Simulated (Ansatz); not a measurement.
**Habitual settings against a tight run: HfZrW₄ (F-43m, 6 atoms in the cell)**

Self-consistent single point.

```yaml
crystal:
  lattice:
    - [0.00000, 3.81870, 3.81870]
    - [3.81870, 0.00000, 3.81870]
    - [3.81870, 3.81870, 0.00000]
  atoms:
    - { symbol: Zr, position: [0.00000, 0.00000, 0.00000] }
    - { symbol: Hf, position: [0.75000, 0.75000, 0.75000] }
    - { symbol: W, position: [0.37503, 0.37503, 0.37503] }
    - { symbol: W, position: [0.87491, 0.37503, 0.37503] }
    - { symbol: W, position: [0.37503, 0.37503, 0.87491] }
    - { symbol: W, position: [0.37503, 0.87491, 0.37503] }
```

Computed with LDA (PW92), default PAW files made with PBE (plane waves; Ansatz, a program for electronic structure).

Base settings: basis.ecutwfc = 420 eV; kpoints.mp_grid.grid = 5 5 5; hamiltonian.xc = lda; hamiltonian.pseudopotentials = {kind: paw} (the program's default PAW files); scf.occupations.method = cold; scf.occupations.width = 0.1 eV.

Tight run (finer mesh or higher cutoff; not a proven limit): basis.ecutwfc: 420 eV → 590 eV; kpoints.mp_grid.grid: 5 5 5 → 7 7 7; scf.convergence.dr2_threshold: default (1e-07 eV) → 1e-09 eV. It gave Fermi level (on the code's own zero) 18.84 eV; pressure -10.98 GPa.

Quick runs, as changes from the base:
- A: the base itself
- B: basis.ecutwfc: 420 eV → 210 eV; kpoints.mp_grid.grid: 5 5 5 → 4 4 4; scf.occupations.width: 0.1 eV → 0.2 eV
- C: basis.ecutwfc: 420 eV → 210 eV; kpoints.mp_grid.grid: 5 5 5 → 2 2 2; hamiltonian.xc: lda → pbesol [PBEsol]
- D: basis.ecutwfc: 420 eV → 335 eV; kpoints.mp_grid.grid: 5 5 5 → 6 6 6; scf.occupations.width: 0.1 eV → 0.272 eV; scf.convergence.dr2_threshold: default (1e-07 eV) → 0.0001 eV

Energies are extrapolated to zero smearing width, which holds to low order in the width alone.

Dashes: energy of C, another energy zero.

† marks runs with another functional, U, potentials or spin treatment: their distance from the tight run is not a convergence error alone.

The count of work is k-points × plane waves × bands × iterations; it is no time. 

Pressures in the table are Ansatz's without its Pulay estimate, at a fixed set of plane waves; the tight run's value above holds the estimate.

The starting cell comes from a database of computed structures (which also holds hypothetical and non-ambient phases and stackings), without a prior relaxation at this level. Its lattice was rescaled by a random factor within 2.5 % of one. Spin polarisation is off. In the base run, with a pressure of about -11 GPa the cell is away from its equilibrium volume at this level.

| run | energy less tight (meV/atom) | pressure less tight (GPa) | largest miss in a force vector (eV/Å) | count of work / tight |
|---|---|---|---|---|
| A | 4.3 | -0.05 | 0.006 | 0.21 |
| B | 2581.6 | -114.23 | 0.014 | 0.071 |
| C† | – | -106.76 | 0.042 | 0.027 |
| D | 10.5 | -0.98 | 0.007 | 0.16 |

Among the runs at the tight run's level, the energy misses run from 4.3 to 2581.6 meV/atom.

Left out of this page: 1 run of the series outside the window shown, repeating another row's setting, or not comparable; 1 run of the series unsound by tests on forces, stress, charge or solver warnings.

Keys are those of Ansatz 0.2.
